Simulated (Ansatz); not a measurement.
The starting structures come from a database of crystals and need not be the phases stable at ambient conditions.

## Evanescent states of BeTe (F-43m, zinc blende, 2 atoms a cell, 22.7 Å³ an atom) along the normal of (111)

Method: r2SCAN (plane waves, PAW; Ansatz, an electronic-structure program).

The gap is the functional's own. No spin-orbit coupling. Mid-gap values are those at the computed energy nearest the middle.

Energies count from the valence-band top; κ is the least over a 12×12 mesh across the current.

| E (eV) | κ (1/Å) | where |
|---|---|---|
| 0.06 | 0.044 | Γ |
| 0.18 | 0.074 | Γ |
| 0.30 | 0.094 | Γ |
| 0.42 | 0.110 | Γ |
| 0.54 | 0.122 | Γ |
| 0.66 | 0.133 | Γ |
| 0.78 | 0.142 | Γ |
| 0.90 | 0.150 | Γ |
| 1.02 | 0.156 | Γ |
| 1.14 | 0.162 | Γ |
| 1.26 | 0.167 | Γ |
| 1.38 | 0.171 | Γ |
| 1.50 | 0.174 | Γ |
| 1.62 | 0.177 | Γ |
| 1.74 | 0.179 | Γ |
| 1.86 | 0.180 | Γ |
| 1.98 | 0.167 | off Γ |
| 2.10 | 0.145 | off Γ |
| 2.22 | 0.114 | off Γ |
| 2.34 | 0.062 | off Γ |

Problem. How thick must the barrier be to attenuate the transmission by 10^8 when the electrodes' Fermi level lies at 1.02 eV, and what attenuation does that film give at 0.18 eV?

Solution. d = 8 ln 10 / (2 × 0.156) = 59.0 Å. At 0.18 eV it gives 8 × 0.074/0.156 = 3.8 decades.
